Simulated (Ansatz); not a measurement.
## How far to go with the k-point mesh: CaGa (Cm, 4 atoms in the cell)

```xyz
4
Lattice="2.1184 -5.6493 0.0000 2.1184 5.6493 0.0000 0.0000 0.0000 4.3152" Properties=species:S:1:pos:R:3 pbc="T T T"
Ca     2.1184     1.6308     3.2864
Ca     2.1184    -1.6308     1.0788
Ga     2.1184     4.9150     3.2364
Ga     2.1184    -4.9150     1.0788
```

Level of theory: PBEsol, default PAW files made with PBE (plane waves; Ansatz, a quantum-chemistry and plane-wave program).

Base settings: basis.ecutwfc = 420 eV; kpoints.mp_grid.grid = 6 6 6; hamiltonian.xc = pbesol; hamiltonian.pseudopotentials = {kind: paw} (the program's default PAW files); scf.occupations.method = gaussian; scf.occupations.width = 0.1 eV.

Only quantities that move along the ladder and can be compared are tabulated.

The count of work is k-points × plane waves × bands × iterations; it is no time. Core times come from one kind of shared machine, to one figure; runs under 30 s give none.

The starting cell comes from a database of computed structures (which also holds hypothetical and non-ambient phases and stackings), without a prior relaxation at this level. Its lattice was rescaled by up to half a per cent. One atom was moved a little off its site on purpose. Ansatz's pressure includes its estimate of the finite-basis (Pulay) stress.

| kpoints.mp_grid.grid | free energy less the last step's (meV/atom) | pressure (GPa) | largest difference of a force vector from the last step's (eV/Å) | count of work / last | core time / last (rough) |
|---|---|---|---|---|---|
| 2 2 2 | 90.06 | -0.85 | 0.292 | 0.0047 | – |
| 3 3 2 | 77.47 | -0.76 | 0.072 | 0.0063 | – |
| 3 3 3 | 35.41 | -0.81 | 0.299 | 0.0069 | – |
| 4 4 3 | 34.14 | -0.70 | 0.179 | 0.012 | – |
| 4 4 4 | 8.52 | -0.86 | 0.090 | 0.014 | – |
| 5 5 5 | -2.32 | -0.72 | 0.066 | 0.027 | – |
| 6 6 6 | -0.66 | -0.75 | 0.024 | 0.047 | – |
| 7 7 7 | -0.53 | -0.73 | 0.018 | 0.069 | – |
| 9 9 8 | 0.07 | -0.73 | 0.028 | 0.13 | – |
| 11 11 10 | 0.72 | -0.72 | 0.023 | 0.23 | 0.1 |
| 13 13 12 | 0.30 | -0.72 | 0.016 | 0.38 | 0.2 |
| 15 15 14 | 0.16 | -0.72 | 0.007 | 0.58 | 0.4 |
| 18 18 17 | 0.00 | -0.73 | 0.000 | 1.0 | 1 |

Coarsest kpoints.mp_grid.grid that holds the free energy within 1 meV/atom of the last step, with all finer ones: 6 6 6, at 0.047 of the last step's count of work; the step before is off by 2.3 meV/atom.

Coarsest kpoints.mp_grid.grid that holds the pressure within 0.05 GPa of the last step, with all finer ones: 5 5 5, at 0.027 of the last step's count of work; the step before is off by 0.13 GPa.

Keys are those of Ansatz 0.2.
